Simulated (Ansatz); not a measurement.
The starting structures come from a database of crystals and need not be the phases stable at ambient conditions.

By PBEsol, the system below comes out a metal.

The ballistic (Sharvin) conductance counts the channels at the Fermi level: G/A = (e²/h) × channels of both spins per area.

```
CELL_PARAMETERS angstrom
      5.53239     0.00000     0.00000
     -2.76619     4.79119     0.00000
      2.76619     1.59706     1.12929
ATOMIC_POSITIONS crystal
  Tl 0.00000 0.00000 0.00000
```

Space group of this cell: Im-3m, bcc (W type). The cell is taken as given; by PBEsol its mean pressure is -1.5 GPa.

The current flows along the normal of the first two printed cell vectors, the (111) plane of the conventional cell. No spin-orbit coupling; the value is a mean over 0.1 eV about the Fermi level.

Question: Compute, with PBEsol (Ansatz, a quantum-chemistry and plane-wave program), the ballistic conductance per area.

Answer: 0.77 × 10¹⁵ S/m² for both spins.
